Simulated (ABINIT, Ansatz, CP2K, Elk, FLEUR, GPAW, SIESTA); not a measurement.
Code comparison for CdF₂ (Fm-3m, 3 atoms in the cell)

Self-consistent single point.

```xyz
3
Lattice="0.0000 2.7208 2.7208 2.7208 0.0000 2.7208 2.7208 2.7208 0.0000" Properties=species:S:1:pos:R:3 pbc="T T T"
Cd     0.0000     0.0000     0.0000
F      1.3604     1.3604     1.3604
F      4.0812     4.0812     4.0812
```

Shared settings, as Ansatz (a first-principles code) writes them: kpoints.mp_grid.grid = 7 7 7; scf.occupations.method = fermi_dirac; scf.occupations.width = 0.02 eV. Potentials and cutoffs stand in the table.

```json
[
 {"code": "GPAW", "model": "LDA (Perdew-Wang 92), GPAW PAW datasets LDA (gpaw-data 1.0.1)", "gap on the mesh (eV)": "2.733", "cutoff": "950 eV"},
 {"code": "CP2K", "model": "LDA (Pade form), GPW, DZVP-MOLOPT-PBE-GTH basis, GTH-PBE potentials (POTENTIAL_UZH)", "gap on the mesh (eV)": "2.625", "cutoff": "grid 550 Ry"},
 {"code": "Ansatz", "model": "LDA (PW92), PAW files made with PBE", "gap on the mesh (eV)": "2.762", "cutoff": "420 eV"},
 {"code": "ABINIT", "model": "LDA (PW92), PAW (JTH v2.0 LDA PAW)", "gap on the mesh (eV)": "2.731", "cutoff": "24 Ha"},
 {"code": "SIESTA", "model": "LDA PW92, numerical atomic orbitals DZP, PseudoDojo LDA standard norm-conserving potentials (rewritten from UPF to PSML)", "gap on the mesh (eV)": "2.794", "cutoff": "grid 350 Ry"},
 {"code": "Elk", "model": "LDA (PW92), all-electron FP-LAPW, Elk's shipped species files, APW+lo basis with extra local orbitals", "gap on the mesh (eV)": "2.748", "cutoff": "rgkmax 7.5"},
 {"code": "FLEUR", "model": "LDA (Perdew-Zunger), all-electron FLAPW (FLEUR), scalar-relativistic valence", "gap on the mesh (eV)": "2.850", "cutoff": "Kmax 4 1/bohr"}
]
```

Gaps are read on the mesh.

The spread over the programs that give each value: gap on the mesh within 0.225 eV.

CP2K and SIESTA use small atom-centred bases, whose incompleteness enters pressures, forces and empty levels differently from a plane-wave cutoff. Elk and FLEUR treat all electrons, but the usual bases taken here (sphere radii, linearisation, local orbitals, empty states) were not tested for convergence, so the values are no reference for the others. In the pressure, CP2K (by 3.28) and SIESTA (by 6.09) lie more than 1 GPa from the median of the plane-wave programs.

The starting cell comes from a database of computed structures (which also holds hypothetical and non-ambient phases and stackings), without a prior relaxation at this level. Its lattice was rescaled by a random factor within 2.5 % of one.

Keys are those of Ansatz 0.2.
